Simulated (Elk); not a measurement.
Band structure of LuN (Fm-3m, 2 atoms in the cell).

```yaml
crystal:
  lattice:
    - [0.00000, 2.39079, 2.39079]
    - [2.39079, 0.00000, 2.39079]
    - [2.39079, 2.39079, 0.00000]
  atoms:
    - { symbol: Lu, position: [0.00000, 0.00000, 0.00000] }
    - { symbol: N, position: [0.50000, 0.50000, 0.50000] }
```

Method of the run: LDA (PW92), all-electron FP-LAPW, Elk's shipped species files, APW+lo basis with extra local orbitals run with Elk.

Settings: xctype = 3; rgkmax = 8; stype = 3; swidth = 0.00183747 Ha; ngridk = 8 8 8; gmaxvr = 14 1/bohr; nxlo = 2; lorbcnd = true; rmtscf = 0.92; lmaxi = 3.

The starting cell comes from a database of computed structures (which also holds hypothetical and non-ambient phases and stackings), without a prior relaxation at this level. Its lattice was rescaled by a random factor within 2.5 % of one. Spin-orbit coupling is off. Values depend on the basis (sphere radii, cutoffs, local orbitals), which need not be converged. The run gives no clean gap (levels at the Fermi energy touch, overlap or are partly filled at this smearing), which alone does not show that the compound is a metal.

Levels in eV from the Fermi level, bands 12 to 19:
```json
[
 {"point": "Γ", "12": "-3.28", "13": "0.08", "14": "0.08", "15": "0.08", "16": "3.13", "17": "3.13", "18": "3.13", "19": "3.33"},
 {"point": "X", "12": "-3.33", "13": "-2.32", "14": "-0.58", "15": "-0.58", "16": "-0.09", "17": "7.35", "18": "7.42", "19": "8.59"},
 {"point": "W", "12": "-3.29", "13": "-2.40", "14": "-2.19", "15": "-2.19", "16": "4.15", "17": "4.15", "18": "8.01", "19": "8.61"},
 {"point": "K", "12": "-3.32", "13": "-2.68", "14": "-2.33", "15": "-1.55", "16": "2.43", "17": "6.59", "18": "7.59", "19": "8.39"},
 {"point": "L", "12": "-3.28", "13": "-3.28", "14": "-2.66", "15": "-2.66", "16": "5.88", "17": "6.64", "18": "6.76", "19": "6.76"},
 {"point": "U", "12": "-3.32", "13": "-2.68", "14": "-2.33", "15": "-1.55", "16": "2.43", "17": "6.59", "18": "7.59", "19": "8.39"}
]
```

Bands cross the Fermi level along this path, so the cell is metallic at this level.
